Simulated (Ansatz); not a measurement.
Take BN in the h-BN type structure (space group P6_3/mmc, No. 194; a = 2.4997 Å, c = 6.5253 Å; layered, stacked along the Cartesian z axis) as the base. Axes: x lies along a and z along c of the hexagonal cell.

One thing is altered: uniaxial strain ε_yy = −0.84 %, all other strain components held at zero; the atoms relax in the strained cell.

Levels (all Ansatz, a first-principles code, PAW, earlier PAW set): r2SCAN+rVV10 (500 eV, without spin-orbit coupling); HSE06 (420 eV, without spin-orbit coupling).

The geometry is relaxed with r2SCAN+rVV10.

- r2SCAN+rVV10 band gap = 4.73 eV

What does HSE06 give at this geometry for the band gap?

The band gap grows by 0.79 eV to 5.52 eV.

Single points use the geometry relaxed with r2SCAN+rVV10. HSE06 gaps are upper bounds (no full band path). No phonon test of stability was made.
